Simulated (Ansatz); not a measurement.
Take GaAs in the zinc blende structure (space group F-43m, No. 216; a = 5.667 Å) as the base. Axes: x, y, z lie along the cube axes.

Level of theory: plane-wave PAW DFT at the r2SCAN level (Ansatz, a program for electronic structure, 500 eV), no spin-orbit coupling.

For the base:

| Item | Result |
|---|---|
| Band gap | 0.96 eV |
| Valence-band top at Γ | 0.00, 0.00, 0.00 eV |

It is then changed as follows: a free-standing slab of 6 layers (12 atoms, 2 a layer) is cut normal to [110], with 15 Å of vacuum and the in-plane cell held at bulk.

Q: Estimate the effect on the band gap, gap character, excess energy per area of both faces and valence-band top at Γ.

A: The band gap rises by 0.27 eV (0.96 eV → 1.23 eV); the gap character is indirect, Γ → X; the excess energy per area of both faces (slab less bulk energy over the cell's area: twice a surface energy) is 1.44 J/m²; the valence-band top at Γ (three highest levels, from the VBM) becomes 0.00, -0.26, -0.41 eV (base: 0.00, 0.00, 0.00 eV).

The excess energy carries the mismatch between the slab's and the bulk's meshes. No phonon test of stability was made. Labels are those of the standard path for the cell's own space group.
